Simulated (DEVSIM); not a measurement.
Structure: abrupt Si n-p junction, at 300 K.

```
layer (left to right)  material  thickness (μm)  Nd (cm⁻³)  Na (cm⁻³)  τn (s)  τp (s)
---------------------  --------  --------------  ---------  ---------  ------  ------
1                            Si            1.60     4.5e18          -    8e-5    8e-5
2                            Si            58.0          -     1.3e16    8e-5    8e-5
```

Left contact: ohmic. Right contact: ohmic. Voltage is applied to the left contact. Recombination: SRH at mid-gap. Mobility is constant in doping. Where it depends on doping, it is μmin + (μ − μmin)/(1 + (N/Nref)^α).

Constants are typed, rounded textbook-type inputs, not results; the design itself was drawn at random and stands for no fabricated device. Values at 300 K. The table also holds parameters that only a changed run uses.

```csv
parameter,Si
gap (eV),1.124
affinity (eV),4.05
permittivity,11.7
Nc (cm⁻³),2.86e19
Nv (cm⁻³),3.1e19
μn (cm²/Vs),1417
μp (cm²/Vs),470
"μn,min",52
"μp,min",45
"Nref,n",9.7e16
"Nref,p",2.2e17
αn,0.68
αp,0.72
Cn (cm⁶/s),2.8e-31
Cp (cm⁶/s),9.9e-32
```

Model (solved in DEVSIM): 1D drift-diffusion, Boltzmann statistics, complete ionisation; no tunnelling, impact ionisation, image-force lowering or self-heating.

Base results: dark forward voltage at 100 A/cm² (V) 0.818; largest field in the device at zero bias (V/cm) 120000; dark forward voltage at 1 A/cm² (V) 0.658; potential step across the device at zero bias (V) 0.875.

### Question
What follows from this one change: doping Na of layer 2 1.3e+16 → 1.3e+15 cm^-3?

### Answer
dark forward voltage at 100 A/cm² little changed (0.816 V); largest field in the device at zero bias little changed (120000 V/cm); dark forward voltage at 1 A/cm² 0.658 → 0.605 V; potential step across the device at zero bias 0.875 → 0.816 V.

### Question
What follows from this one change: thickness of layer 2 58 → 20 μm?

### Answer
dark forward voltage at 100 A/cm² 0.818 → 0.768 V; largest field in the device at zero bias little changed (120000 V/cm); dark forward voltage at 1 A/cm² 0.658 → 0.630 V; potential step across the device at zero bias little changed (0.875 V).

### Question
What follows from this one change: doping-dependent mobility in place of the constant one?

### Answer
dark forward voltage at 100 A/cm² 0.818 → 0.822 V; largest field in the device at zero bias little changed (120000 V/cm); dark forward voltage at 1 A/cm² 0.658 → 0.664 V; potential step across the device at zero bias little changed (0.875 V).
